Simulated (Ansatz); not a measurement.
Base system: InRh in the CsCl type structure (space group Pm-3m, No. 221; a = 3.190 Å; relaxed with 0.1 eV smearing). Axes: x, y, z lie along the cube axes.

Calculations: PBEsol (Ansatz, a program for electronic structure), scalar-relativistic without spin-orbit coupling.

Before the change:

* **Shortest interatomic distance**: 2.762 Å

Modification: biaxial strain +3.08 %, plane normal [111], relaxed out of plane (Cartesian); in-plane vectors clamped, the third vector and the atoms free.

Problem. Estimate the effect on the shortest interatomic distance.

Solution. The shortest interatomic distance drops by 0.054 Å to 2.708 Å.

Problem. What does the calculation give for the out-of-plane strain after the change?

Solution. The out-of-plane strain amounts to -1.96 %.

Whether these cells are dynamically stable was not tested. All final runs are without spin polarisation.
